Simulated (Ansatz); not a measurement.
Take MgTe in the wurtzite structure (space group P6_3mc, No. 186; a = 4.609 Å, c = 7.500 Å) as the base.

Calculations: Ansatz (a quantum-chemistry and plane-wave program), PBE, PAW, cutoff 420 eV, no SOC.

For the base:

The pressure is -0.01 GPa.

Perturbation: every lattice vector is stretched by 2.40 %, atoms relaxed at fixed cell.

Q: Predict the new energy relative to the base.

A: The energy grows by 18 meV/atom.

Q: Estimate the effect on the pressure.

A: The pressure (mean of the normal stresses, compression positive) shrinks by 2.077 GPa, from -0.01 GPa to -2.08 GPa.

The cells carry an imposed strain or load. No phonon test of stability was made.
